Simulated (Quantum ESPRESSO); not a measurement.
Quantum ESPRESSO run on SnF₃ (P-1, 16 atoms in the cell): self-consistent single point.

Computed with PBEsol, GBRV 1.5 ultrasoft (PBESOL) pseudopotentials (plane waves; Quantum ESPRESSO).

```xyz
16
Lattice="4.1922 0.0000 0.0000 0.5504 7.4830 0.0000 0.5439 0.0833 9.2759" Properties=species:S:1:pos:R:3 pbc="T T T"
Sn     4.1076     5.6134     7.7316
Sn     1.1789     1.9529     1.5443
Sn     0.7278     5.4328     2.8350
Sn     4.5588     2.1335     6.4409
F      0.9566     2.6647     3.3667
F      4.3300     4.9016     5.9092
F      3.6776     6.0042     0.3508
F      1.6090     1.5621     8.9251
F      2.0289     5.6923     7.7054
F      3.2577     1.8739     1.5705
F      1.2316     0.0708     2.1639
F      4.0550     7.4954     7.1120
F      2.6541     2.2999     5.5888
F      2.6325     5.2663     3.6871
F      1.3482     3.9113     1.0986
F      3.9384     3.6550     8.1773
```

Reference input (self-consistent single point, DFT, PBEsol, plane waves, GBRV 1.5 ultrasoft (PBESOL) pseudopotentials): ecutwfc = 40 Ry; ecutrho = 200 Ry; occupations = smearing; smearing = fermi-dirac; degauss = 0.0036749 Ry; potentials = {Sn: sn_pbesol_v1.4.uspp.F.UPF, F: f_pbesol_v1.4.uspp.F.UPF}; K_POINTS = automatic 6 3 3 1 1 1; conv_thr = 1e-10 Ry. This run's input differs from it in these lines:

```diff
@@ -19,3 +19,3 @@
 &ELECTRONS
- conv_thr = 1.0d-10
+ conv_thr = 7.3e-05
 /
```

Log, with long lists cut:

```
     Self-consistent Calculation

     iteration #  1     ecut=    40.00 Ry     beta= 0.70

     total energy              =   -1217.92369754 Ry
     estimated scf accuracy    <       1.60713604 Ry

     iteration #  2     ecut=    40.00 Ry     beta= 0.70

     total energy              =   -1218.28861139 Ry
     estimated scf accuracy    <       1.09907037 Ry

     iteration #  3     ecut=    40.00 Ry     beta= 0.70

     total energy              =   -1218.55950465 Ry
     estimated scf accuracy    <       0.18911372 Ry

   [... 2 blocks of this kind left out ...]

     iteration #  6     ecut=    40.00 Ry     beta= 0.70

     total energy              =   -1218.59913895 Ry
     estimated scf accuracy    <       0.00064076 Ry

     iteration #  7     ecut=    40.00 Ry     beta= 0.70
     End of self-consistent calculation

     the Fermi energy is     3.5260 ev

!    total energy              =   -1218.59926345 Ry
     estimated scf accuracy    <       0.00002796 Ry
     smearing contrib. (-TS)   =      -0.00000000 Ry
     internal energy E=F+TS    =   -1218.59926345 Ry

     convergence has been achieved in   7 iterations

     Forces acting on atoms (cartesian axes, Ry/au):

     atom    1 type  1   force =     0.00266462   -0.00198253    0.00656239
     atom    2 type  1   force =    -0.00266462    0.00198253   -0.00656239
     atom    3 type  1   force =     0.00644892   -0.00449648    0.00294448
     atom    4 type  1   force =    -0.00644892    0.00449648   -0.00294448
     atom    5 type  2   force =    -0.00070322   -0.00088501   -0.01116085
   [... lines left out ...]
     Total force =     0.047156     Total SCF correction =     0.015321
   [... lines left out ...]
     SCF correction compared to forces is large: reduce conv_thr to get better values

          total   stress  (Ry/bohr**3)                   (kbar)     P=      -31.37
  -0.00021654  -0.00000893   0.00001170          -31.85       -1.31        1.72
  -0.00000893  -0.00019913  -0.00001078           -1.31      -29.29       -1.59
   0.00001170  -0.00001078  -0.00022416            1.72       -1.59      -32.98

   JOB DONE.
```

The run converged in 7 iterations. Against the reference run the free energy hardly moves (within 1 meV/atom), the pressure goes from -3.03 to -3.14 GPa, the largest force hardly changes (0.467 to 0.462 eV/Å) and the gap on the mesh goes from 1.910 to 1.898 eV. The full log also holds: “SCF correction compared to forces is large: reduce conv_thr to get better values”.

The starting cell comes from a database of computed structures (which also holds hypothetical and non-ambient phases and stackings), without a prior relaxation at this level. With a pressure of about -3 GPa the cell is away from its equilibrium volume at this level. The shifted mesh does not hold Γ, so a gap read on it misses any band edge there.

Cost on one core of a shared machine: roughly 5 min.
